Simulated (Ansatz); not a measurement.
The reference is Li2S in the anti-fluorite structure (space group Fm-3m, No. 225).

```xyz
3
Lattice="0.0000 2.8275 2.8275 2.8275 0.0000 2.8275 2.8275 2.8275 0.0000" Properties=species:S:1:pos:R:3 pbc="T T T"
Li     1.4137     1.4137     1.4137
Li     4.2412     4.2412     4.2412
S      0.0000     0.0000     0.0000
```

Method: PBEsol/PAW in Ansatz (a quantum-chemistry and plane-wave program), no spin-orbit coupling.

Before the change:

The smallest direct gap is 4.21 eV and the band gap is 3.20 eV.

Modification: every lattice vector is shortened by 2.50 %; the atoms relax in the strained cell.

Task: Predict the new smallest direct gap.

Result: The smallest direct gap grows by 0.403 eV to 4.62 eV.

Task: How does this affect the band gap?

Result: The band gap drops by 0.068 eV, from 3.20 eV to 3.14 eV.

Whether these cells are dynamically stable was not tested.
